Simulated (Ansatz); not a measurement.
Abridged Ansatz (an electronic-structure program) output:

```
Pseudopotential: K, paw, valence charge 9
Pseudopotential: Ge, paw, valence charge 14
Pseudopotential: F, paw, valence charge 7
Crystal: 5 atoms, lattice volume = 84.021 Å³
Basis set: ecut = 420 eV, 1647 PW (Γ), exchange–correlation on 60×60×60 points (8 copies of the dense FFT grid, shifted against one another)
Bands: 27, of which v1, the nominal top of the filled ones, is band 22 counted from 1 (21 counted from 0)
Symmetry: 48 space group operations
k-points: 35 of 512
Functional: x = pbesol(κ = 0.804, μ = 0.12345679012345678), c = pbesol(β = 0.046)
SCF iter   1: F=—  HF=-8179.361574 eV  |F-HF|=—  |Δ(HF+E_count)|=         —  Δρ=1.61e-1  dr2=1.83e1  ethr=3.10e-3  ⟨swp⟩=6.1  Hψ=4330  notcnv=0
SCF iter   2: F=—  HF=-8174.793020 eV  |F-HF|=—  |Δ(HF+E_count)|=    4.57e0  Δρ=6.60e-2  dr2=2.32e0  ethr=3.10e-3  ⟨swp⟩=3.9  Hψ=2577  notcnv=0  defer=16
SCF 1 converged in 10 iterations: F = -8174.021338 eV  dr2 = 1.29e-10
SCF converged after 10 iterations
Free energy (F): -8174.021338 eV
Internal energy: -8174.021338 eV  (E = F + TS)
E sigma→0 (E₀):  -8174.021338 eV
Fermi energy:    6.882138 eV
--- Forces (eV/Å), atoms counted from 1 ---
  atom   1  K     -0.00000000     0.00000000     0.00000000
  atom   2  Ge     0.00000000    -0.00000000     0.00000000
  atom   3  F      0.00000000     0.00000000     0.00000000
  atom   4  F      0.00000000    -0.00000000    -0.00000000
  atom   5  F      0.00000000     0.00000000    -0.00000000
--- Stress (GPa, compression-positive) ---
        0.008132       0.000000      -0.000000
        0.000000       0.008132       0.000000
       -0.000000       0.000000       0.008132
  P = ⅓ Tr σ = 0.0081 GPa (0.081 kbar)
```

Q: What was computed, and what are the main results?

A: KGeF3, 5 atoms in the cell, with PBEsol in Ansatz (plane waves to 420 eV, PAW, scalar-relativistic without spin-orbit coupling), earlier PAW set. The last SCF converged to F = -8174.021338 eV, or -1634.8043 eV per atom, at a pressure of 0.01 GPa. The total energy compares only with runs of the same code, potentials and settings.

Whether these cells are dynamically stable was not tested. The cell was made from KZnF3 by this change: Zn → Ge; the result is a hypothetical phase, not in the database extracts checked. Many cubic perovskites are stable only at high temperature; tilts and polar distortions were not tested.
